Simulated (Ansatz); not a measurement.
Take ZrB₂ (space group P6/mmm, No. 191; a = 3.155 Å, c = 3.506 Å) as the base.

Computed with Kohn–Sham DFT with the PBEsol functional, run in Ansatz (a quantum-chemistry and plane-wave program) with PAW and 420 eV plane waves, no spin-orbit coupling.

Base values:

| Quantity | Result |
|---|---|
| Lattice parameter a | 3.155 Å |

Modification: hydrostatic tension (pressure −2 GPa).

Question: What does the calculation give for the lattice parameter a after the change?

Answer: The lattice parameter a increases by 0.008 Å to 3.163 Å.

Load acts through the strain it causes; cell and atoms are relaxed under it. Whether these cells are dynamically stable was not tested. The final runs are not spin-polarised.
